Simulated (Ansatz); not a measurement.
We consider 1T (CdI2-type) CaI₂, described by HSE06-D3(BJ) in Ansatz (PAW).

Rigid layers of the crystal as relaxed at this level are moved apart or together:

```csv
run,k mesh,layer repeat (Å),energy against free layers (meV/Å²),gap on the mesh (eV)
1,6×6×6,6.76,-19.04,4.331
2,6×6×6,6.96,-18.67,4.525
3,6×6×6,7.36,-16.11,4.818
4,6×6×4,7.96,-11.36,4.878
5,6×6×4,9.96,-2.89,4.895
```

The lowest energy of these points lies at a layer repeat of 6.76 Å.

Spin–orbit coupling is not included.

Ansatz is a program for electronic structure.
